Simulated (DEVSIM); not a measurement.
System: Al0.15Ga0.85As/GaAs n-p heterojunction, at 300 K.

| layer (left to right) | material | thickness (μm) | Nd (cm⁻³) | Na (cm⁻³) | τn (s) | τp (s) |
|---|---|---|---|---|---|---|
| 1 | Al0.15Ga0.85As | 0.110 | 1.6e16 | - | 3.3e-10 | 3.3e-10 |
| 2 | GaAs | 1.40 | - | 6.8e16 | 3.3e-10 | 3.3e-10 |

Left contact: ohmic. Right contact: ohmic. Voltage is applied to the left contact. Recombination: SRH at mid-gap, radiative, Auger. Mobility is μmin + (μ − μmin)/(1 + (N/Nref)^α).

The device is made up for the run: typed textbook-type constants, with dimensions and the other settings drawn at random. Values at 300 K.

| parameter | Al0.15Ga0.85As | GaAs |
|---|---|---|
| gap (eV) | 1.611 | 1.424 |
| affinity (eV) | 3.9515 | 4.07 |
| permittivity | 12.47 | 12.9 |
| Nc (cm⁻³) | 5.6e17 | 4.7e17 |
| Nv (cm⁻³) | 9e18 | 9e18 |
| μn (cm²/Vs) | 5695 | 8500 |
| μp (cm²/Vs) | 282 | 400 |
| μn,min | 500 | 500 |
| μp,min | 20 | 20 |
| Nref,n | 6e16 | 6e16 |
| Nref,p | 1.5e17 | 1.5e17 |
| αn | 0.39 | 0.39 |
| αp | 0.38 | 0.38 |
| B (cm³/s) | 2e-10 | 2e-10 |
| Cn (cm⁶/s) | 1e-30 | 1e-30 |
| Cp (cm⁶/s) | 1e-30 | 1e-30 |

DEVSIM, 1D drift-diffusion, Boltzmann statistics, complete ionisation; no tunnelling, impact ionisation, image-force lowering or self-heating. Band offsets follow the typed affinities; no thermionic-emission limit at abrupt steps, no polarisation charge.

Base results: dark forward voltage at 100 A/cm² (V) 1.131; largest field in the device at zero bias (V/cm) 93000; dark forward voltage at 1 A/cm² (V) 1.007; potential step across the device at zero bias (V) 1.324.

Q: What follows from this one change: thickness of layer 2 1.4 → 7 μm?

A: dark forward voltage at 100 A/cm² 1.131 → 1.162 V; largest field in the device at zero bias little changed (93000 V/cm); dark forward voltage at 1 A/cm² 1.007 → 1.018 V; potential step across the device at zero bias little changed (1.324 V).

Q: What follows from this one change: thickness of layer 1 0.11 → 0.066 μm?

A: dark forward voltage at 100 A/cm² little changed (1.130 V); largest field in the device at zero bias 93000 → 110000 V/cm; dark forward voltage at 1 A/cm² little changed (1.004 V); potential step across the device at zero bias little changed (1.324 V).

Q: What follows from this one change: doping Nd of layer 1 1.6e+16 → 4.8e+14 cm^-3?

A: dark forward voltage at 100 A/cm² 1.131 → 1.138 V; largest field in the device at zero bias 93000 → 81000 V/cm; dark forward voltage at 1 A/cm² 1.007 → 0.999 V; potential step across the device at zero bias 1.324 → 1.234 V.

Q: What follows from this one change: constant mobility in place of the doping-dependent one?

A: dark forward voltage at 100 A/cm² 1.131 → 1.116 V; largest field in the device at zero bias little changed (93000 V/cm); dark forward voltage at 1 A/cm² 1.007 → 0.992 V; potential step across the device at zero bias little changed (1.324 V).
